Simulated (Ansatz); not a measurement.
The starting structures come from a database of crystals and need not be the phases stable at ambient conditions.

Tunnelling through a barrier is set by its complex band structure: the current falls as exp(−2κd) with the smallest κ.

```yaml
crystal:
  lattice:
    - [7.50923, 0.00000, 0.00000]
    - [0.00000, 7.50923, 0.00000]
    - [0.00000, 0.00000, 4.67350]
  atoms:
    - { symbol: Cs, position: [0.00000, 0.50000, 0.50000] }
    - { symbol: Cs, position: [0.50000, 0.00000, 0.50000] }
    - { symbol: Pd, position: [0.00000, 0.00000, 0.00000] }
    - { symbol: Cl, position: [0.78134, 0.78134, 0.00000] }
    - { symbol: Cl, position: [0.21866, 0.21866, 0.00000] }
    - { symbol: Cl, position: [0.21866, 0.78134, 0.00000] }
    - { symbol: Cl, position: [0.78134, 0.21866, 0.00000] }
```

Space group of this cell: P4/mmm. The cell is taken as given.

Transport runs along the normal of the first two printed cell vectors, the (001) plane of the conventional cell.

The gap is the functional's own, uncorrected, and κ follows it; spin-orbit coupling is left out. Mid-gap values are interpolated between the computed energies.

**Question.** Compute, with r2SCAN in Ansatz (a first-principles code), the band gap and the smallest decay constant κ at mid-gap.

**Answer.** Gap 2.02 eV on a 4×4×6 mesh; κ = 0.479 1/Å, at the zone centre.
